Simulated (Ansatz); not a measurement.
Structures of equal composition on the (111)A surface of zinc-blende AlAs (Al plane on top): 2x2 In adatom at H3; 2x2 In adatom at T4. The slabs share one bottom face, and each structure is named by its start. These are constructed structures in small cells; real faces may alloy, dewet or reconstruct in larger ones, and not all known structures of the face are among them. Slabs of about 14 Å with all that they carry, Fermi-Dirac smearing of 0.025 eV. Bottom of the slabs: H caps. Relaxed from the named starts with such symmetry as they have, on meshes of like density; energies extrapolated to zero smearing; no spin-orbit coupling, no U. Spin-polarised runs, if any, are marked in brackets, and their order is one that fits the cell; the others ran without spin. Where a second, spin-polarised start was run, the lower counts.

Host crystal: zinc-blende AlAs, with a band gap (PBE, scalar-relativistic without spin-orbit coupling).

The numbers are results of PBE (plane waves to 420 eV, PAW; Ansatz, a program for electronic structure), not measurements.

**Question.** Rank these by energy per 1x1 cell (lowest first), as PBE gives it.

**Answer.** 2x2 In adatom at T4 (0.000 eV, gap 0.35 eV on the mesh), 2x2 In adatom at H3 (0.031 eV, gap 0.29 eV on the mesh)
